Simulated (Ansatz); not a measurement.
CaAlO2F (model structure, started from the SrVO2H type, P4/mmm, No. 123, 5 atoms in the cell), treated with HSE06 (Ansatz, a quantum-chemistry and plane-wave program, plane waves, PAW).

Numerical settings: plane-wave cutoff 460 eV, 6×6×6 k mesh, Fermi–Dirac smearing 0.01 eV, scalar-relativistic PAW data made under PBE.

The cell is the one relaxed with PBEsol. Conventional cell: a = 3.7269 Å, b = 3.7269 Å, c = 3.6773 Å, α = 90.00°, β = 90.00°, γ = 90.00°.

```
CELL_PARAMETERS angstrom
      3.72693     0.00000     0.00000
      0.00000     3.72693     0.00000
      0.00000     0.00000     3.67728
ATOMIC_POSITIONS crystal
  Ca 0.50000 0.50000 0.50000
  Al 0.00000 0.00000 0.00000
  O  0.50000 0.00000 0.00000
  O  0.00000 0.50000 0.00000
  F  0.00000 0.00000 0.50000
```

**Question.** List the 17 lowest band energies at Γ above −25 eV (eV, relative to the valence band maximum), grouping those that round alike.

**Answer.** At Γ: -22.04 (×2), -21.84, -19.79, -18.05, -9.49, -8.00 (×2), -4.45 (×2), -2.30, -1.60, -1.07 (×2), 5.26, 5.76, 6.71.

Note: the run warned that its exchange threshold was loose for the stress; the relaxation could raise the start's symmetry but not lower it, so the cell can be a saddle point.

A model structure was made by putting elements into a prototype or built by hand; it is no filed structure, need not be a known phase, and can be a saddle point held by its symmetry.
